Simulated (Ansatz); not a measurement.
Start from InP in the zinc blende structure (space group F-43m, No. 216; a = 5.907 Å).

Method: Kohn–Sham DFT with the r2SCAN functional, run in Ansatz (an electronic-structure program) with PAW and 500 eV plane waves, no SOC, earlier PAW set.

For the base:

The valley order is Γ 1.02 eV; L along ⟨111⟩ 1.79 eV; X along ⟨100⟩ 2.04 eV.

The change: an isotropic linear strain of +0.69 %; the atoms relax in the strained cell.

What does the calculation give for the valley order after the change?

The valley order (the lowest conduction-band minima on the path, energy above the VBM, named in the base's zone) goes from Γ 1.02 eV; L along ⟨111⟩ 1.79 eV; X along ⟨100⟩ 2.04 eV to Γ 0.90 eV; L along ⟨111⟩ 1.74 eV; X along ⟨100⟩ 2.07 eV.

The levels and masses belong to the bands next to the band gap. Stability against distortions was not tested.
